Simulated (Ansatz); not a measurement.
Structures of equal composition on the (0001) surface of hcp Ru: a layer of Si in place of the second plane; a layer of Si in place of the third plane. The slabs share one bottom face, and each structure is named by its start. These are constructed structures in small cells; real faces may alloy, dewet or reconstruct in larger ones, and not all known structures of the face are among them. Slabs of about 11 Å, Fermi-Dirac smearing of 0.1 eV. Bottom of the slabs: a bare face, its two planes held. Relaxed from the named starts with such symmetry as they have, on meshes of like density; energies extrapolated to zero smearing; spin only where a row says so; no spin-orbit coupling, no U. Brackets mark spin-polarised runs, whose order is one that fits the cell.

Calculation: PBE (plane waves to 420 eV, PAW; Ansatz, a first-principles code).

**Question.** Order them by energy per 1x1 cell (lowest first) at the level PBE.

**Answer.** a layer of Si in place of the second plane (0.000 eV), a layer of Si in place of the third plane (0.430 eV)
